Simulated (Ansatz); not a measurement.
## Hypothetical I4/mmm MgB2, pressure series

Base system: MgB2 (space group I4/mmm, No. 139; a = 2.683 Å, c = 8.390 Å; a hypothetical phase, not in the database extracts checked).

Cell and atoms are relaxed at each pressure.

Method: Ansatz (a first-principles code), PBE, PAW, cutoff 420 eV, scalar-relativistic without spin-orbit coupling.

```tsv
P (GPa)	V (Å³/atom)
-1.99	10.255
-1.00	10.157
0.30	10.039
0.70	10.003
1.50	9.934
3.00	9.811
4.99	9.657
7.48	9.478
10.00	9.311
```

Fit a third-order Birch–Murnaghan equation of state.

Least squares on P(V) = (3B₀/2)[(V₀/V)^(7/3) − (V₀/V)^(5/3)]·[1 + (3/4)(B₀′ − 4)((V₀/V)^(2/3) − 1)] gives V₀ = 10.07 Å³/atom, B₀ = 111 GPa and B₀′ = 3.6.

Load acts through the strain it causes; cell and atoms are relaxed under it. Whether these cells are dynamically stable was not tested. No other phases were tried under pressure. The final runs are not spin-polarised.
